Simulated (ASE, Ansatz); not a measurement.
A thermal frame of composition CaAl2(SiO4)2, cell Ca6Al12Si12O48, held well above this temperature first [in the CHGNet run: some atoms moved, others hardly; mean temperature 2274 K (target 2290 K); density 2.42 g/cm³, volume +5 % from the start cell's], from MD with the machine-learned potential CHGNet 0.3.0 in ASE at 2290 K. Computed with HSE06 (plane waves, PAW; Ansatz, a quantum-chemistry and plane-wave program).

```json
{
  "plane_wave_cutoff": "420 eV",
  "k-points": "Γ only",
  "Fermi-Dirac width": "0.197 eV",
  "spin": "not polarised; no spin-orbit coupling"
}
```

A check of the k-sampling: on the last frame of the same run a denser mesh moved the PBE forces by 0.023 eV/Å rms, the static pressure by -0.04 GPa and the free energy by -1 meV/atom. Warnings of the run: stress exchange threshold loose, stress scf threshold loose.

```yaml
crystal:
  lattice:
    - [10.45882, 0.00000, 0.00000]
    - [0.00000, 10.45882, 0.00000]
    - [0.00000, 0.00000, 10.45882]
  atoms:
    - { symbol: Ca, position: [0.30688, 0.22150, 0.63141] }
    - { symbol: Ca, position: [0.59753, 0.26010, 0.31618] }
    - { symbol: Ca, position: [0.03669, 0.25476, 0.19407] }
    - { symbol: Ca, position: [0.47869, 0.87240, 0.86134] }
    - { symbol: Ca, position: [0.06417, 0.40897, 0.88519] }
    - { symbol: Ca, position: [0.84347, 0.60036, 0.34831] }
    - { symbol: Al, position: [0.05839, 0.72231, 0.09741] }
    - { symbol: Al, position: [0.77603, 0.70061, 0.90096] }
    - { symbol: Al, position: [0.83444, 0.31142, 0.46319] }
    - { symbol: Al, position: [0.54915, 0.59054, 0.10648] }
    - { symbol: Al, position: [0.64183, 0.79287, 0.63540] }
    - { symbol: Al, position: [0.01513, 0.89269, 0.31855] }
    - { symbol: Al, position: [0.33898, 0.61397, 0.88958] }
    - { symbol: Al, position: [0.08980, 0.75735, 0.83720] }
    - { symbol: Al, position: [0.73076, 0.44313, 0.94131] }
    - { symbol: Al, position: [0.13729, 0.41426, 0.39556] }
    - { symbol: Al, position: [0.83613, 0.01112, 0.50003] }
    - { symbol: Al, position: [0.30477, 0.17513, 0.01895] }
    - { symbol: Si, position: [0.15119, 0.08048, 0.42442] }
    - { symbol: Si, position: [0.53099, 0.26413, 0.02863] }
    - { symbol: Si, position: [0.08571, 0.61371, 0.61215] }
    - { symbol: Si, position: [0.22875, 0.46362, 0.09449] }
    - { symbol: Si, position: [0.86154, 0.50454, 0.64049] }
    - { symbol: Si, position: [0.79098, 0.21346, 0.02788] }
    - { symbol: Si, position: [0.38601, 0.63728, 0.61727] }
    - { symbol: Si, position: [0.04552, 0.08036, 0.71468] }
    - { symbol: Si, position: [0.50863, 0.04152, 0.57633] }
    - { symbol: Si, position: [0.53052, 0.67418, 0.37016] }
    - { symbol: Si, position: [0.16821, 0.98404, 0.98254] }
    - { symbol: Si, position: [0.33280, 0.86034, 0.42067] }
    - { symbol: O, position: [0.86973, 0.89314, 0.40237] }
    - { symbol: O, position: [0.24348, 0.34625, 0.00807] }
    - { symbol: O, position: [0.71197, 0.81472, 0.79699] }
    - { symbol: O, position: [0.92108, 0.02827, 0.63667] }
    - { symbol: O, position: [0.96122, 0.74484, 0.23746] }
    - { symbol: O, position: [0.51775, 0.70025, 0.68467] }
    - { symbol: O, position: [0.20937, 0.44929, 0.24700] }
    - { symbol: O, position: [0.36084, 0.54475, 0.05927] }
    - { symbol: O, position: [0.76667, 0.53404, 0.78643] }
    - { symbol: O, position: [0.12526, 0.56677, 0.04368] }
    - { symbol: O, position: [0.10443, 0.96973, 0.82043] }
    - { symbol: O, position: [0.86033, 0.34503, 0.99997] }
    - { symbol: O, position: [0.15282, 0.53785, 0.49885] }
    - { symbol: O, position: [0.07330, 0.74995, 0.66315] }
    - { symbol: O, position: [0.69172, 0.26768, 0.90392] }
    - { symbol: O, position: [0.94381, 0.70013, 0.92772] }
    - { symbol: O, position: [0.43968, 0.20883, 0.89369] }
    - { symbol: O, position: [0.04170, 0.48367, 0.68269] }
    - { symbol: O, position: [0.06018, 0.05749, 0.31269] }
    - { symbol: O, position: [0.42234, 0.24121, 0.14351] }
    - { symbol: O, position: [0.36686, 0.98938, 0.49208] }
    - { symbol: O, position: [0.97279, 0.35909, 0.38015] }
    - { symbol: O, position: [0.18384, 0.88161, 0.37560] }
    - { symbol: O, position: [0.14056, 0.12161, 0.06052] }
    - { symbol: O, position: [0.58674, 0.42898, 0.03102] }
    - { symbol: O, position: [0.66551, 0.22549, 0.12159] }
    - { symbol: O, position: [0.65504, 0.70650, 0.48304] }
    - { symbol: O, position: [0.79006, 0.37278, 0.59876] }
    - { symbol: O, position: [0.42281, 0.55161, 0.47086] }
    - { symbol: O, position: [0.20410, 0.24057, 0.40439] }
    - { symbol: O, position: [0.17665, 0.06022, 0.59611] }
    - { symbol: O, position: [0.13877, 0.84618, 0.02343] }
    - { symbol: O, position: [0.31983, 0.52859, 0.72231] }
    - { symbol: O, position: [0.24366, 0.72306, 0.80193] }
    - { symbol: O, position: [0.33012, 0.98943, 0.97296] }
    - { symbol: O, position: [0.50335, 0.17642, 0.52564] }
    - { symbol: O, position: [0.73967, 0.61124, 0.05178] }
    - { symbol: O, position: [0.63664, 0.93525, 0.54726] }
    - { symbol: O, position: [0.46179, 0.02884, 0.73054] }
    - { symbol: O, position: [0.43923, 0.77794, 0.31392] }
    - { symbol: O, position: [0.49278, 0.68982, 0.94736] }
    - { symbol: O, position: [0.30878, 0.74423, 0.54831] }
    - { symbol: O, position: [0.70897, 0.40258, 0.37038] }
    - { symbol: O, position: [0.92438, 0.60204, 0.54655] }
    - { symbol: O, position: [0.61912, 0.58707, 0.27266] }
    - { symbol: O, position: [0.04391, 0.22251, 0.76882] }
    - { symbol: O, position: [0.88512, 0.11441, 0.10066] }
    - { symbol: O, position: [0.82619, 0.16216, 0.43564] }
```

Problem. Give the forces on atoms 3, 9, 15, 33, 34, 35, 39, 46, 49, 51, 53, 60, 66, 70, 75, 76 (eV/Å), the static pressure (no kinetic part), the Kohn-Sham gap at the supercell's Γ point.

Solution. 
```json
[
 {"atom": "Ca3", "Fx Fy Fz": "-1.741 -1.325 -0.050"},
 {"atom": "Al9", "Fx Fy Fz": "-1.460 3.104 -4.271"},
 {"atom": "Al15", "Fx Fy Fz": "-0.456 -0.611 -0.090"},
 {"atom": "O33", "Fx Fy Fz": "-0.006 -0.592 -0.771"},
 {"atom": "O34", "Fx Fy Fz": "1.946 0.297 1.879"},
 {"atom": "O35", "Fx Fy Fz": "3.904 1.072 -2.204"},
 {"atom": "O39", "Fx Fy Fz": "2.424 0.837 -0.403"},
 {"atom": "O46", "Fx Fy Fz": "3.473 1.546 -0.016"},
 {"atom": "O49", "Fx Fy Fz": "-1.931 0.005 -1.618"},
 {"atom": "O51", "Fx Fy Fz": "1.809 -0.574 -1.638"},
 {"atom": "O53", "Fx Fy Fz": "0.645 0.828 -0.254"},
 {"atom": "O60", "Fx Fy Fz": "-0.894 -2.779 1.228"},
 {"atom": "O66", "Fx Fy Fz": "0.286 3.260 -1.641"},
 {"atom": "O70", "Fx Fy Fz": "-3.395 3.883 0.971"},
 {"atom": "O75", "Fx Fy Fz": "-4.038 2.691 -2.212"},
 {"atom": "O76", "Fx Fy Fz": "1.299 -1.012 -0.227"}
]
```
- static pressure (no kinetic part): -5.44 GPa
- Kohn-Sham gap at the supercell's Γ point: 2.07 eV
